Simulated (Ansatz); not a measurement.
SnTe (model structure, within 0.1 Å of P6₃/mmc, No. 194, 4 atoms in the cell), treated with PBEsol (plane waves, PAW; Ansatz, a program for electronic structure).

Run with plane-wave cutoff 500 eV, 12×12×6 k mesh (along the axes of the cell as run), Fermi–Dirac smearing 0.05 eV, scalar-relativistic PAW data made under PBE.

Cell (relaxed at this level):

Space group P6₃/mmc (No. 194); a = b = 5.3378 Å, c = 6.3346 Å, α = β = 90.00°, γ = 120.00°

```csv
atom,site,symmetry,x,y,z
Sn,2c,-6m2,0.3333,0.6667,0.2500
Te,2d,-6m2,0.6667,0.3333,0.2500
```

Question: Give the computed band gap.

Answer: 
* **band gap**: 0.30 eV (on the SCF k mesh)

Spin–orbit coupling is not included; with these elements it can move the gap by several tenths of an eV or more.

The computed numbers hold no vibrational or temperature effects.

Computing time: around 10 core-minutes (rough).

A model structure was made by putting elements into a prototype or built by hand; it is no filed structure, need not be a known phase, and can be a saddle point held by its symmetry.
